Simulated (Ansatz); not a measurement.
An Ansatz (a first-principles code) input (PBE (Ansatz, PAW, spin-orbit coupling left out)):

Ansatz 0.2 input:
```yaml
crystal:
  lattice:
    - [0, 3.2920737799, 3.2920737799]
    - [3.2920737799, 0, 3.2920737799]
    - [3.2920737799, 3.2920737799, 0]
  atoms:
    - { symbol: Hg, position: [0, 0, 0] }
    - { symbol: Te, position: [0.25, 0.25, 0.25] }
basis: { ecutwfc: 420, ecutrho_ratio: 4, xc_grid: 2, fft_grid_basis: typed }
kpoints: { mp_grid: { grid: [12, 12, 12] } }
hamiltonian:
  xc: pbe
  dispersion: none
  pseudopotentials: { kind: paw }
scf: { occupations: { method: fermi_dirac, width: 0.05 }, convergence: { dr2_threshold: 0.0000000002 } }
relax: { f_tol: 0.005, max_steps: 50 }
output: { forces: true, stress: true }
checkpoint: { write: state.ck, write_every: 1000 }
```

Problem. Which symmetry and how many k-points will the program report, and about how many plane waves at Γ?

Solution. Space group F-43m (ITA 216) with 24 operations, k-points 72 of 1728, and 1411 plane waves at Γ.

Problem. And the final pressure?

Solution. 1.12 GPa (compression positive).

The cells carry an imposed strain or load. Whether these cells are dynamically stable was not tested. The final runs are not spin-polarised. The cell was made from HgTe in the zinc blende structure (space group F-43m, No. 216) by this change: isotropic strain −1.00 %.
